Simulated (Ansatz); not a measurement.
**Relaxation of cell and atoms of KBr (Fm-3m, 2 atoms in the cell) at several settings**

```
KBr
1.0
    0.00000     3.23425     3.23425
    3.23425     0.00000     3.23425
    3.23425     3.23425     0.00000
K Br
1 1
Direct
  0.00000   0.00000   0.00000
  0.50000   0.50000   0.50000
```

Base: PBE, PAW files in Ansatz (an electronic-structure program). Its settings: kpoints.mp_grid.grid = 6 6 6; hamiltonian.xc = pbe; hamiltonian.pseudopotentials = {kind: paw} (the program's default PAW files); scf.occupations.method = fermi_dirac; scf.occupations.width = 0.0015 Ry. Starting volume 33.83 Å³ per atom.

Each line gives the change from the base single point and the result:

- hamiltonian.dispersion: default → d3bj; relax: default → cell and atoms [DFT, PBE-D3BJ, plane waves, PAW files]: pressure 0.03 GPa; final cell a = b = c = 4.6399 Å, α = β = γ = 60.00°; final volume per atom 35.32 Å³; relaxation steps 4.
- relax: default → cell and atoms: pressure 0.01 GPa; final cell a = 4.7401 Å, b = 4.7401 Å, c = 4.7401 Å, α = 60.00°, β = 60.00°, γ = 60.00°; final volume per atom 37.65 Å³; relaxation steps 5; free energy against the base single point -20.5 meV/atom.

The starting cell comes from a database of computed structures (which also holds hypothetical and non-ambient phases and stackings), without a prior relaxation at this level. Its lattice was rescaled by a random factor within 2.5 % of one. Ansatz's pressure includes its estimate of the finite-basis (Pulay) stress.

Left out of this page: 1 run of the series outside the window shown, repeating another row's setting, or not comparable.

Keys are those of Ansatz 0.2.
